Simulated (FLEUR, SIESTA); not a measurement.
A FLEUR input for a self-consistent single point of Y (P6_3/mmc, 2 atoms in the cell) (DFT, PBE, all-electron FLAPW (FLEUR), scalar-relativistic valence):

Input of the input generator:

```
Y crystal
&input film=f /
0.5000000000 -0.8660254038 0.0000000000
0.5000000000 0.8660254038 0.0000000000
0.0000000000 0.0000000000 1.5698629806
6.7595504903
1.0 1.0 1.0

2
39 0.3333333333 0.6666666667 0.2500000000
39 0.6666666667 0.3333333333 0.7500000000

&comp jspins=1 /
&kpt div1=10 div2=10 div3=6 gamma=t /
&end /
```

```xml
<?xml version="1.0" encoding="UTF-8" standalone="no"?>
<fleurInput fleurInputVersion="0.39">
   <comment>
      Y crystal                                                                                           
   </comment>
   <calculationSetup>
      <cutoffs Kmax="3.8" Gmax="15.2" GmaxXC="15.2" numbands="0"/>
      <scfLoop itmax="100" minDistance="0.00001" maxIterBroyd="15" imix="Anderson" alpha="0.05" precondParam="0.0" spinf="2.0"/>
      <coreElectrons ctail="T" frcor="F" kcrel="0" coretail_lmax="0"/>
      <xcFunctional name="pbe" relativisticCorrections="F"/>
      <magnetism jspins="1"/>
      <soc l_soc="F" theta="0.0" phi="0.0" spav="F"/>
      <expertModes spex="0" secvar="F"/>
      <geometryOptimization l_f="T" forcealpha="1.0" forcemix="BFGS" epsdisp="0.00001" epsforce="0.00001"/>
      <ldaU l_linMix="F" mixParam="0.05" spinf="1.0"/>
   </calculationSetup>
   <cell>
      <bzIntegration valenceElectrons="22.0" mode="hist" fermiSmearingEnergy="0.00367493">
         <kPointListSelection listName="default-1"/>
         <!-- k-points included here -->
         <xi:include xmlns:xi="http://www.w3.org/2001/XInclude" href="kpts.xml"> </xi:include>
      </bzIntegration>
      <!-- symmetry operations included here -->
      <xi:include xmlns:xi="http://www.w3.org/2001/XInclude" href="sym.xml"> </xi:include>
      <bulkLattice scale="1.0">
         <bravaisMatrix>
            <row-1>    3.3797752451499998    -5.8539424428685454     0.0000000000000000</row-1>
            <row-2>    3.3797752451499998     5.8539424428685454     0.0000000000000000</row-2>
            <row-3>    0.0000000000000000     0.0000000000000000    10.6115680802185484</row-3>
         </bravaisMatrix>
      </bulkLattice>
   </cell>
   <atomSpecies>
      <species name="Yttrium (Y)" element="Y" atomicNumber="39">
         <mtSphere radius="2.63" gridPoints="925" logIncrement="0.014"/>
         <atomicCutoffs lmax="10" lnonsphr="8"/>
         <electronConfig flipSpins="F">
            <coreConfig>(1s1/2) (2s1/2) (2p1/2) (2p3/2) (3s1/2) (3p1/2) (3p3/2) (3d3/2) (3d5/2)</coreConfig>
            <valenceConfig>(4s1/2) (4p1/2) (4p3/2) (5s1/2) (4d3/2) (4d5/2)</valenceConfig>
            <stateOccupation state="(4d3/2)" spinUp="0.2" spinDown="0.2"/>
            <stateOccupation state="(4d5/2)" spinUp="0.3" spinDown="0.3"/>
         </electronConfig>
         <energyParameters s="5" p="5" d="4" f="4"/>
         <lo type="SCLO" l="0" n="4" eDeriv="0"/>
         <lo type="SCLO" l="1" n="4" eDeriv="0"/>
      </species>
   </atomSpecies>
   <atomGroups>
      <atomGroup species="Yttrium (Y)">
         <relPos label="                   1">1.000/3.000 -1.000/3.000 1.000/4.000</relPos>
         <relPos label="                   2">-1.000/3.000 1.000/3.000 -1.000/4.000</relPos>
         <force calculate="T" relaxXYZ="TTT"/>
      </atomGroup>
   </atomGroups>
   <output dos="F" band="F" slice="F">
      <checks vchk="F" cdinf="F"/>
      <bandDOS minEnergy="-.5*Htr" maxEnergy="0.5*Htr" sigma="0.015" storeEVData="T"/>
      <vacuumDOS vacdos="F" integ="F" star="F" nstars="0" locx1="0.0" locy1="0.0" locx2="0.0" locy2="0.0" nstm="0" tworkf="0.0"/>
      <unfoldingBand unfoldBand="F" supercellX="1" supercellY="1" supercellZ="1"/>
      <plotting iplot="0" polar="F">
         <plot TwoD="T" vec1="  1.0  0.0  0.0" vec2="  0.0  1.0  0.0" vec3="  0.0  0.0  1.0" zero="  0.0  0.0  0.0" file="plot"/>
      </plotting>
      <chargeDensitySlicing numkpt="0" minEigenval="0.0" maxEigenval="0.0" nnne="0" pallst="F"/>
      <specialOutput eonly="F"/>
      <magneticCircularDichroism mcd="F" energyLo="-10.0" energyUp="0.0"/>
   </output>
  <!-- We include the file relax.xml here to enable relaxations (see documentation) -->
  <xi:include xmlns:xi="http://www.w3.org/2001/XInclude" href="relax.xml"> <xi:fallback/> </xi:include>
</fleurInput>
```

Question: Give the SIESTA input for the same structure, mesh, smearing and functional.

Answer: This is the input that was run; spellings and numerical settings could be chosen otherwise.

```
# files in the folder: Y.psml (PseudoDojo PBE standard)
SystemName  Y
SystemLabel Y

NumberOfAtoms                2
NumberOfSpecies              1
%block ChemicalSpeciesLabel
  1 39 Y
%endblock ChemicalSpeciesLabel
LatticeConstant              1.0 Ang
%block LatticeVectors
     1.788500000   -3.097773000    0.000000000
     1.788500000    3.097773000    0.000000000
     0.000000000    0.000000000    5.615400000
%endblock LatticeVectors
AtomicCoordinatesFormat      Ang
%block AtomicCoordinatesAndAtomicSpecies
     1.788500000    1.032591021    1.403850000  1
     1.788500000   -1.032591021    4.211550000  1
%endblock AtomicCoordinatesAndAtomicSpecies

XC.functional                GGA
XC.authors                   PBE
PAO.BasisSize                DZP
PAO.EnergyShift              0.01 Ry
MeshCutoff                   400 Ry
%block kgrid.MonkhorstPack
   10   0   0  0.0
    0  10   0  0.0
    0   0   6  0.0
%endblock kgrid.MonkhorstPack
OccupationFunction           FD
ElectronicTemperature        1160.45 K

MaxSCFIterations             150
SCF.Mixer.Method             Broyden
SCF.Mixer.Weight             0.1
SCF.Mixer.History            6
SCF.DM.Tolerance             1.0E-05
Diag.ParallelOverK           true
WriteForces                  true
Charge.Mulliken              end
```

Basis settings and potentials, where a program has them, do not carry over. This input uses DFT, GGA PBE, numerical atomic orbitals DZP, PseudoDojo PBE standard norm-conserving potentials (rewritten from UPF to PSML).

The starting cell has typed, rounded lattice constants, without a prior relaxation at this level. For this run, on top of that: lattice scaled by 0.98.
